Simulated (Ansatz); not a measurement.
A computed series for GaAs: pressure series

Take GaAs in the zinc blende structure (space group F-43m, No. 216; a = 5.7456 Å) as the base.

Cell and atoms are relaxed at each pressure.

All numbers come from Ansatz (a program for electronic structure), PBE, PAW, cutoff 420 eV, no SOC.

| change | gap character | band gap | volume per atom |
|---|---|---|---|
| base | direct at Γ | 0.16 eV | 23.71 Å³ |
| pressure −2 GPa | – | zero | 24.58 Å³ |
| pressure −1 GPa | – | zero | 24.12 Å³ |
| pressure 0.9 GPa | direct at Γ | 0.26 eV | 23.37 Å³ |
| pressure 2.1 GPa | direct at Γ | 0.40 eV | 22.96 Å³ |
| pressure 4.5 GPa | direct at Γ | 0.63 eV | 22.24 Å³ |
| pressure 9 GPa | direct at Γ | 1.01 eV | 21.17 Å³ |
| pressure 15 GPa | indirect, Γ → Γ–X (87 % along) | 1.21 eV | 20.06 Å³ |
| pressure 22.5 GPa | indirect, Γ → X | 1.08 eV | 19.00 Å³ |
| pressure 30 GPa | indirect, Γ → X | 0.97 eV | 18.16 Å³ |

The mesh was chosen for an insulator and is coarse for the gapless case. Load acts through the strain it causes; cell and atoms are relaxed under it. Whether these cells are dynamically stable was not tested. The final runs are not spin-polarised. Measured, GaAs leaves this structure (for a Cmcm phase) near 15 GPa (room temperature; as listed in arXiv:1906.07825). Gaps under 0.05 eV, about the width of the smearing, are given as zero. A zero or small gap of GaAs can be the functional's error rather than a property of the material.
